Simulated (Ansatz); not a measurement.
Given:

```yaml
crystal:
  lattice:
    - [0.00000, 2.37792, 2.37792]
    - [2.37792, 0.00000, 2.37792]
    - [2.37792, 2.37792, 0.00000]
  atoms:
    - { symbol: B, position: [0.00000, 0.00000, 0.00000] }
    - { symbol: As, position: [0.25000, 0.25000, 0.25000] }
```

No spin polarisation.

Computed with plane-wave PAW DFT at the LDA level (Ansatz, a first-principles code, 420 eV), no spin-orbit coupling. Γ-centred 12×12×12 mesh, Fermi–Dirac width 0.05 eV.

Question: What is the computed electron mass?

Answer: 1.2 mₑ along k, 0.21 mₑ across (off the special points).

Question: What is the computed gap character?

Answer: Indirect, Γ → Γ–X (82 % along).

Question: What is the computed hole mass (degenerate bands, along [100])?

Answer: 0.23 mₑ (at Γ).

Question: Predict the band gap.

Answer: 1.12 eV.

The cells carry an imposed strain or load. Effective masses come from finite differences of ±0.01 Å⁻¹. Along k means along the line from Γ to the band edge. Stability against distortions was not tested. The cell was made from BAs in the zinc blende structure (space group F-43m, No. 216) by this change: isotropic strain +0.50 %.
